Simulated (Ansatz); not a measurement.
Take MoS2 in the fluorite structure (space group Fm-3m, No. 225; a = 5.8453 Å; ferromagnetic; a hypothetical phase, not in the database extracts checked; relaxed with 0.1 eV smearing) as the base.

The change: the cell is scaled by 1.0222 in all directions, atoms relaxed at fixed cell.

Levels (all Ansatz, a program for electronic structure, PAW): PBEsol (420 eV, no spin-orbit coupling); r2SCAN (500 eV, no spin-orbit coupling).

The geometry is relaxed with PBEsol.

```
Property                           Result
--------------------------  -------------
PBEsol largest site moment        1.31 μB
PBEsol pressure                  -7.2 GPa
PBEsol magnetic state       ferromagnetic
```

Q: How does going to r2SCAN change the largest site moment, pressure and magnetic state?

A: The largest site moment increases by 0.23 μB, from 1.31 μB to 1.54 μB; the pressure increases by 6.6 GPa, from -7.2 GPa to -0.6 GPa; the magnetic state remains ferromagnetic.

Other magnetic orders, which the real material may have, were not ruled out. Single points use the geometry relaxed with PBEsol. Their cutoffs differ, which shifts pressures a little. The cells carry an imposed strain or load. Stability against distortions was not tested.
